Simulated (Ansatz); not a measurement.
Consider InSb in the zinc blende structure (space group F-43m, No. 216).

```
CELL_PARAMETERS angstrom
      0.00000     3.27807     3.27807
      3.27807     0.00000     3.27807
      3.27807     3.27807     0.00000
ATOMIC_POSITIONS crystal
  In 0.00000 0.00000 0.00000
  Sb 0.25000 0.25000 0.25000
```

Cartesian axes are those of the cell as printed.

Level of theory: r2SCAN, PAW, 500 eV (Ansatz, a first-principles code; no SOC).

For the base:

```
Item       Result
--------  -------
Pressure  0.0 GPa
Band gap     zero
```

One thing is altered: the cell is compressed by 3.00 % along z with no lateral relaxation; the atoms relax in the strained cell.

### Question
What does the calculation give for the energy relative to the base, pressure and band gap after the change?

### Answer
The energy grows by 6.5 meV/atom; the pressure (mean of the normal stresses, compression positive) goes from zero to 1.4 GPa; the band gap changes from zero to 0.10 eV.

With Sb present, leaving out spin-orbit coupling can change the band edges. Whether these cells are dynamically stable was not tested. All final runs are without spin polarisation. Gaps under 0.05 eV, about the width of the smearing, are given as zero. The zero or small gap of InSb can change with the level of theory.
